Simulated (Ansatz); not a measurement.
The starting structures come from a database of crystals and need not be the phases stable at ambient conditions.

Tunnelling through a barrier is set by its complex band structure: the current falls as exp(−2κd) with the smallest κ.

Here is the system:

```yaml
crystal:
  lattice:
    - [3.65429, 0.00000, 0.00000]
    - [0.00000, 3.65429, 0.00000]
    - [1.82714, 1.82714, 2.58397]
  atoms:
    - { symbol: Be, position: [0.00000, 0.00000, 0.00000] }
    - { symbol: Se, position: [0.75000, 0.25000, 0.50000] }
```

The cell is taken as given; by PBEsol it stands under a pressure of -1.7 GPa.

Transport runs along the normal of the first two printed cell vectors, the (001) plane of the conventional cell.

No gap correction and no spin-orbit coupling; mid-gap is the computed energy nearest the middle.

Q: Give the band gap and the smallest decay constant κ at mid-gap that PBEsol (Ansatz, a first-principles code) yields.

A: Gap 2.51 eV on a 12×12×12 mesh; κ = 0.223 1/Å, at the zone centre.
